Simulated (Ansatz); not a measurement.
Effect of Si → Pb on Si

Take Si (space group Ia-3, No. 206; a = 6.6014 Å) as the base.

Perturbation: full substitution Si → Pb; the structure is relaxed again.

Level of theory: PBEsol (Ansatz, an electronic-structure program; PAW; 420 eV plane waves; no SOC), earlier PAW set. k-mesh 8×8×8 (Γ-centred); smearing 0.05 eV (Fermi–Dirac), for the changed cell.

```tsv
quantity	base	changed	shift
volume per atom	17.98 Å³	36.79 Å³	+18.81 Å³
shortest interatomic distance	2.339 Å	2.997 Å	+0.658 Å
band gap	zero	zero	–
```

Final structure:

```yaml
crystal:
  lattice:
    - [-4.19020, 4.19020, 4.19020]
    - [4.19020, -4.19020, 4.19020]
    - [4.19020, 4.19020, -4.19020]
  atoms:
    - { symbol: Pb, position: [0.21193, 0.21193, 0.21193] }
    - { symbol: Pb, position: [0.50000, 0.00000, 0.28807] }
    - { symbol: Pb, position: [0.28807, 0.50000, 0.00000] }
    - { symbol: Pb, position: [0.00000, 0.28807, 0.50000] }
    - { symbol: Pb, position: [0.78807, 0.78807, 0.78807] }
    - { symbol: Pb, position: [0.50000, 0.00000, 0.71193] }
    - { symbol: Pb, position: [0.71193, 0.50000, 0.00000] }
    - { symbol: Pb, position: [0.00000, 0.71193, 0.50000] }
```

Stability against distortions was not tested. As relaxed here, Pb is a hypothetical phase, not in the database extracts checked. This is not the structure that Si has at room temperature and ambient pressure. A zero or small gap of Si can be the functional's error rather than a property of the material.
